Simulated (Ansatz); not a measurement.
## AlAs in the zinc blende structure (space group F-43m, No. 216)

```
AlAs
1.0
    0.00000     2.83735     2.83735
    2.83735     0.00000     2.83735
    2.83735     2.83735     0.00000
As Al
1 1
Direct
  0.25000   0.25000   0.25000
  0.00000   0.00000   0.00000
```

The values are results of plane-wave PAW DFT at the PBEsol level (Ansatz, an electronic-structure program, 420 eV), no SOC, not measurements. Γ-centred 10×10×10 mesh, Fermi–Dirac width 0.05 eV.

| Property | Value |
|---|---|
| Volume per atom | 22.84 Å³ |
| Density | 3.70 g/cm³ |
| Band gap | 1.34 eV, indirect, Γ → X |
| Electron mass | 0.87 mₑ along k, 0.24 mₑ across |
| Hole mass (degenerate bands, along [100]) | 0.11, 0.48, 0.48 mₑ |
| Lowest conduction-band minima above the VBM | X along ⟨100⟩ 1.34 eV; Γ 1.91 eV; L along ⟨111⟩ 2.05 eV |
| Total energy | -2669.222 eV/atom (σ→0; compares only within this code and set-up) |

Masses are band curvatures over ±0.01 Å⁻¹ around the edge. Along k means along the line from Γ to the band edge. Stability against distortions was not tested.
